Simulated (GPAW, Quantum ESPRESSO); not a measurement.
**One structure in several programs: NiAl (Pm-3m, 2 atoms in the cell)**

Relaxation of cell and atoms.

```
CELL_PARAMETERS angstrom
      2.89000     0.00000     0.00000
      0.00000     2.89000     0.00000
      0.00000     0.00000     2.89000
ATOMIC_POSITIONS crystal
  Al 0.50000 0.50000 0.50000
  Ni 0.00000 0.00000 0.00000
```

Shared settings, as Quantum ESPRESSO writes them: occupations = smearing; smearing = fd; degauss = 0.0073499 Ry; K_POINTS = automatic 9 9 9 0 0 0. Potentials and cutoffs stand in the table.

| code | model | final volume (Å³/atom) | cutoff |
|---|---|---|---|
| Quantum ESPRESSO | PBE, SSSP 1.1.2 efficiency (PBE) pseudopotentials | 12.12 | 50 Ry |
| GPAW | PBE, GPAW PAW datasets PBE (gpaw-data 1.0.1) | 12.17 | 800 eV |

On Quantum ESPRESSO's run: spin polarisation is off.

The spread over the programs that give each value: final volume within 0.05 Å³/atom.

The starting cell has typed, rounded lattice constants, without a prior relaxation at this level.
